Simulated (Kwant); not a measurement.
Kwant, Hückel tight-binding model, one pz orbital an atom, one spin, coherent transport at 0 K. Conductance is in e²/h.

Model system: π system C1=CC2=CC=CC2=C1 between two chain leads. The π system is taken as planar. Atoms are numbered from 0 in the order of the SMILES. Site energies (eV, carbon 0): [0.0, 0.0, 0.0, 0.0, 0.0, 0.0, 0.0, 0.0]. Bonds (i, j, β in eV): (0,1,-2.7) (1,2,-2.7) (2,3,-2.7) (3,4,-2.7) (4,5,-2.7) (5,6,-2.7) (6,7,-2.7) (7,0,-2.7) (6,2,-2.7). Leads: chains of hopping −4.1 eV, joined by −0.81 eV to atoms 0 and 3.

Site energies and bond integrals are typed Hückel values.

Sweep values stay those of the base run.

One input was changed, with this effect: transmission at E = 0 < 1e-12 → 0.0035.

Which change was it?
A) contacts moved from atoms [0, 3] to [0, 7]
B) contacts moved from atoms [0, 3] to [3, 7]
C) contacts moved from atoms [0, 3] to [0, 4]
D) contacts moved from atoms [0, 3] to [0, 5]
E) contacts moved from atoms [0, 3] to [1, 5]
F) contacts moved from atoms [0, 3] to [0, 1]

C, contacts moved from atoms [0, 3] to [0, 4]
